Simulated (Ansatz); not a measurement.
An Ansatz (a quantum-chemistry and plane-wave program) run: GaN with a change (strain tensor (xx, yy, zz, yz, xz, xy) = (+1.19, −0.37, +0.09, +0.14, −0.43, −0.82) %); plane-wave PAW DFT at the r2SCAN level (Ansatz, 500 eV), no spin-orbit coupling.

Input:

Ansatz 0.2 input:
```yaml
crystal:
  lattice:
    - [3.2210026457, -0.0259424563, -0.0135282748]
    - [-1.6329681491, 2.7594373587, 0.0106234695]
    - [-0.0220304455, 0.0072570879, 5.1882994993]
  atoms:
    - { symbol: Ga, position: [0.6666666667, 0.3333333333, 0.0009887291] }
    - { symbol: Ga, position: [0.3333333333, 0.6666666667, 0.5009887291] }
    - { symbol: N, position: [0.6666666667, 0.3333333333, 0.6242112709] }
    - { symbol: N, position: [0.3333333333, 0.6666666667, 0.1242112709] }
basis: { ecutwfc: 500, ecutrho_ratio: 4, xc_grid: 4, fft_grid_basis: typed }
kpoints: { mp_grid: { grid: [12, 12, 7] } }
hamiltonian:
  xc: r2scan
  dispersion: none
  pseudopotentials: { kind: paw }
scf: { occupations: { method: fermi_dirac, width: 0.05 }, convergence: { dr2_threshold: 0.0000000004 } }
relax: { f_tol: 0.005, max_steps: 50 }
output: { forces: true, stress: true }
checkpoint: { write: state.ck, write_every: 1000 }
```

Output (explanatory and most iteration lines left out):

```
Relaxation: its limit of steps is 50 (relax.max_steps)
Pseudopotential: Ga, paw, valence charge 13
Pseudopotential: N, paw, valence charge 5
Crystal: 4 atoms, lattice volume = 45.894 Å³
Basis set: ecut = 500 eV, 1145 PW (Γ), exchange–correlation on 96×96×160 points (64 copies of the dense FFT grid, shifted against one another)
Bands: 22, of which v1, the nominal top of the filled ones, is band 18 counted from 1 (17 counted from 0)
Symmetry: 1 space group operations
Space group: P1 (ITA 1), of the structure as read, at distance tolerance 3.6e-5 Å
k-points: 506 of 1008 (time reversal used)
Functional: x = r2scan, c = r2scan; τ floored in thin density (d = 2e-4 eV/Å³)
SCF iter   1: F=—  HF=-8352.698185 eV  |F-HF|=—  |Δ(HF+E_count)|=         —  Δρ=1.24e-2  dr2=2.66e-2  dr2_τ=1.86e-1  ethr=1.77e-3  ⟨swp⟩=5.0  Hψ=44838  notcnv=0
SCF iter   2: F=—  HF=-8352.759816 eV  |F-HF|=—  |Δ(HF+E_count)|=   6.16e-2  Δρ=5.82e-3  dr2=9.45e-3  dr2_τ=3.11e-4  ethr=7.40e-5  ⟨swp⟩=2.0  Hψ=26312  notcnv=0
SCF 1 converged in 10 iterations: F = -8352.759342 eV  dr2 = 9.08e-12
relax step   1: F+E_penalty+E_count = -8352.75934166 eV  Δ(F+E_penalty+E_count) = +0.000e0 eV  max|allowed force component| = 1.770e-1 eV/Å  Δτ_max = 0.0000 Å  (10 SCF iters, accepted)
Crystal: 4 atoms, lattice volume = 45.894 Å³
SCF iter   1: F=—  HF=-8352.761063 eV  |F-HF|=—  |Δ(HF+E_count)|=         —  Δρ=7.09e-4  dr2=1.72e-4  dr2_τ=1.67e-3  ethr=4.46e-7  ⟨swp⟩=1.9  Hψ=36271  notcnv=0
SCF iter   2: F=—  HF=-8352.761099 eV  |F-HF|=—  |Δ(HF+E_count)|=   3.53e-5  Δρ=4.37e-4  dr2=7.20e-5  dr2_τ=1.15e-6  ethr=4.46e-7  ⟨swp⟩=2.2  Hψ=15598  notcnv=0
SCF 2 converged in 7 iterations: F = -8352.761088 eV  dr2 = 1.49e-10
relax step   2: F+E_penalty+E_count = -8352.76108848 eV  Δ(F+E_penalty+E_count) = -1.747e-3 eV  max|allowed force component| = 1.145e-1 eV/Å  Δτ_max = 0.0067 Å  (7 SCF iters, accepted)
Crystal: 4 atoms, lattice volume = 45.894 Å³
SCF iter   1: F=—  HF=-8352.762015 eV  |F-HF|=—  |Δ(HF+E_count)|=         —  Δρ=1.25e-3  dr2=4.20e-4  dr2_τ=1.77e-3  ethr=6.50e-6  ⟨swp⟩=2.3  Hψ=30527  notcnv=0
SCF iter   2: F=—  HF=-8352.762421 eV  |F-HF|=—  |Δ(HF+E_count)|=   4.05e-4  Δρ=6.30e-4  dr2=1.02e-4  dr2_τ=1.96e-6  ethr=1.17e-6  ⟨swp⟩=2.9  Hψ=25699  notcnv=0
SCF 3 converged in 8 iterations: F = -8352.762414 eV  dr2 = 5.84e-11
relax step   3: F+E_penalty+E_count = -8352.76241412 eV  Δ(F+E_penalty+E_count) = -1.326e-3 eV  max|allowed force component| = 1.988e-3 eV/Å  Δτ_max = 0.0066 Å  (8 SCF iters, accepted)
Crystal: 4 atoms, lattice volume = 45.894 Å³
SCF iter   1: F=—  HF=-8352.762414 eV  |F-HF|=—  |Δ(HF+E_count)|=         —  Δρ=4.25e-7  dr2=5.84e-11  dr2_τ=7.83e-12  ethr=1.00e-12  ⟨swp⟩=2.1  Hψ=54699  notcnv=0
SCF iter   2: F=-8352.762414 eV  HF=-8352.762414 eV  |F-HF|=9.09e-12  |Δ(HF+E_count)|=  3.64e-12  Δρ=2.07e-7  dr2=1.27e-11  dr2_τ=1.05e-12  ethr=1.00e-12  ⟨swp⟩=4.0  Hψ=37113  notcnv=0
SCF 4 converged in 2 iterations: F = -8352.762414 eV  dr2 = 1.27e-11
SCF converged after 2 iterations
Free energy (F): -8352.762414 eV
Internal energy: -8352.762414 eV  (E = F + TS)
E sigma→0 (E₀):  -8352.762414 eV
Fermi energy:    10.558280 eV
--- Forces (eV/Å), atoms counted from 1 ---
  atom   1  Ga    -0.00012474     0.00009805    -0.00048839
  atom   2  Ga    -0.00018084    -0.00003132     0.00116861
  atom   3  N     -0.00001214     0.00006558     0.00128070
  atom   4  N      0.00031706    -0.00013069    -0.00199601
--- Stress (GPa, compression-positive) ---
       -3.852259       1.926339       0.860029
        1.926339      -0.272954      -0.289118
        0.860029      -0.289118      -1.122276
  P = ⅓ Tr σ = -1.7492 GPa (-17.492 kbar)
--- Relaxed structure (3 steps of the walk, 3 accepted, 0 SCFs on fresh bases) ---
  atoms:
    - { symbol: Ga, position: [0.665895101652299, 0.33436731382630963, 0.0012367634116961855] }
    - { symbol: Ga, position: [0.33327158527434475, 0.6660151065433216, 0.5012405388048904] }
    - { symbol: N, position: [0.6660051811754816, 0.3360853434916927, 0.6239298407408704] }
    - { symbol: N, position: [0.3348281318978744, 0.6635322361386755, 0.12399285704254279] }
```

Stability against distortions was not tested. The cell was made from GaN in the wurtzite structure (space group P6_3mc, No. 186) by this change: strain tensor (xx, yy, zz, yz, xz, xy) = (+1.19, −0.37, +0.09, +0.14, −0.43, −0.82) %.
